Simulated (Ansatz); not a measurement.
End structure of NH3 on the 1x1 (110) surface of bcc Ta, one in a 2x2 cell, started at the site 'bridge Ta-Ta (span 3.3 Å)':

```xyz
20
Lattice="5.7487 0.0000 0.0000 -1.9162 5.4200 0.0000 0.0000 0.0000 26.5000" Properties=species:S:1:pos:R:3 pbc="T T T"
Ta     0.9581     1.3550     9.8356
Ta     0.0000     4.0650     9.8356
Ta     3.8325     1.3550     9.8356
Ta     2.8744     4.0650     9.8356
Ta     0.0000     0.0000    12.0695
Ta    -0.9581     2.7100    12.0695
Ta     2.8744     0.0000    12.0695
Ta     1.9162     2.7100    12.0695
Ta     0.9608     1.3601    14.4382
Ta    -0.0072     4.0704    14.4169
Ta     3.8395     1.3502    14.4170
Ta     2.8711     4.0615    14.4426
Ta     0.0022     0.0041    16.8855
Ta    -0.9617     2.7130    16.6409
Ta     2.8765    -0.0019    16.6412
Ta     1.9141     2.7045    16.6499
N     -0.0112     0.0039    19.2109
H      0.9280     0.1938    19.5709
H     -0.6465     0.7382    19.5385
H     -0.3375    -0.9022    19.5575
```

Set-up: 20 atoms, 6.8 Å thick at the start under the adsorbate (thin: gaps and levels are the slab's own); mesh 5x5x1; 0.1 eV smearing; dipole correction on; single point; no symmetry held, on the structure that PBE left; no spin, no spin-orbit, no U, no dispersion correction. At the end it is bonded to Ta. In PBE it is, or lies within 0.03 eV of, the lowest of the starts that converged; the order may differ at this level.

A negative adsorption energy means that the adsorbate is more stable on the surface than in its reference.

### Question
What is the computed adsorption energy against NH3(g) at the same level (r2SCAN, at the PBE geometry (Ansatz, a program for electronic structure))?

### Answer
-0.90 eV

### Question
Give the change of the work function at the level r2SCAN, at the PBE geometry.

### Answer
-2.30 eV

### Question
What change of the step from the bottom to the top vacuum level, against the clean slab does r2SCAN, at the PBE geometry give?

### Answer
-2.27 eV

### Question
Estimate the work function of the top face that r2SCAN, at the PBE geometry returns for this input.

### Answer
2.58 eV
